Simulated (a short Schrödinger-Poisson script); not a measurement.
Stack: MOS inversion layer, SiO2 on p-type Si(110), at 400 K.

```
layer  material  thickness (nm)  Na (cm⁻³)
-----  --------  --------------  ---------
1          SiO2             2.2          -
2            Si            1400       1e17
```

Constants are typed, rounded textbook-type inputs, not results; the design itself was drawn at random and stands for no fabricated device. SiO2: permittivity 3.9, conduction-band edge (eV) 3.15, gap (eV) 9, electron mass (mₑ) 0.5. Si: permittivity 11.7, conduction-band edge (eV) 0, gap (eV) 1.124, Nv at 300 K (cm⁻³) 3.1e19.

Channel valleys (confinement mass, in-plane density-of-states mass, number): Δ4 0.315, 0.324, 4; Δ2 0.19, 0.417, 2. At the gate the conduction-band edge of layer 1 lies 3.56 eV − eVg above the Fermi level of the channel; the field vanishes at the back. Gaps are held at their typed values at every temperature. Mesh 0.03 nm at interfaces.

Solved with a short Schrödinger-Poisson script written for these runs: 1D Poisson equation in equilibrium, electrons quantum, Hartree (BenDaniel-Duke, 12 states a valley, the channel's in-plane mass for all, wave functions free to enter the dielectric), parabolic valleys, classical holes, full ionisation, no traps, pinning or gate leakage.

The same stack at other levels of the model or other numerical settings:

| run | sheet density of all electrons at Vg = 2 V (cm⁻²) | sheet density of all electrons at Vg = 0.8 V (cm⁻²) | capacitance at Vg = 2 V (μF/cm²) | centroid of the channel electrons at Vg = 2 V (nm) | rough cost against the base |
|---|---|---|---|---|---|
| base | 1.19e13 | 2.35e12 | 1.34 | 1.76 | about 1 |
| electrons treated as classical, Boltzmann | ___ | 2.89e12 | 1.50 | ___ | 0.03 |
| electrons treated as classical, Fermi-Dirac | 1.33e13 | 2.85e12 | ___ | 0.87 | 0.2 |
| mesh six times as coarse | 1.18e13 | 2.33e12 | 1.34 | 1.78 | 0.2 |
| one subband a valley | 1.18e13 | 2.31e12 | 1.34 | 1.61 | 0.5 |

Q: Fill in the missing entries.

A: 
- electrons treated as classical, Fermi-Dirac, capacitance at Vg = 2 V (μF/cm²): 1.44
- electrons treated as classical, Boltzmann, centroid of the channel electrons at Vg = 2 V (nm): 0.69
- electrons treated as classical, Boltzmann, sheet density of all electrons at Vg = 2 V (cm⁻²): 1.37e13

The classical rows ignore confinement, and Boltzmann statistics overrate the density once the band edge passes the Fermi level.
